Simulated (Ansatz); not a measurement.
The starting structures come from a database of crystals and need not be the phases stable at ambient conditions.

The decay constant κ of evanescent states in the gap governs leakage through a thin film.

Here is the system:

```
CELL_PARAMETERS angstrom
      3.18832     0.00000     0.00000
     -1.59416     2.76117     0.00000
      0.00000     0.00000     5.29007
ATOMIC_POSITIONS crystal
  B  0.66667 0.33333 0.50041
  B  0.33333 0.66667 0.00041
  P  0.66667 0.33333 0.87459
  P  0.33333 0.66667 0.37459
```

The cell is taken as given.

Transport runs along the normal of the first two printed cell vectors, the (001) plane of the conventional cell.

No gap correction and no spin-orbit coupling; mid-gap is the computed energy nearest the middle.

### Question
Estimate the band gap and the smallest decay constant κ at mid-gap that r2SCAN run with Ansatz (a quantum-chemistry and plane-wave program) returns for this system.

### Answer
Gap 1.18 eV on a 12×12×6 mesh; κ = 0.163 1/Å, at the zone centre.
